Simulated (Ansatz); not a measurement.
Given:

```
Cu
1.0
    0.00000     1.78169     1.74250
    1.78169     0.00000     1.74250
    1.78169     1.78169     0.00000
Cu
1
Direct
  0.00000   0.00000   0.00000
```

No spin polarisation.

All numbers come from Ansatz (an electronic-structure program), PBEsol, PAW, cutoff 420 eV, no SOC, earlier PAW set. Γ-centred 32×32×32 mesh, Fermi–Dirac width 0.1 eV.

### Question
Predict the pressure and band gap.

### Answer
- Pressure (mean of the normal stresses, compression positive): 4.0 GPa
- Band gap: zero

The cells carry an imposed strain or load. Whether these cells are dynamically stable was not tested. All final runs are without spin polarisation. The cell was made from Cu in the fcc (Cu type) structure (space group Fm-3m, No. 225) by this change: uniaxial strain ε_zz = −2.20 %.
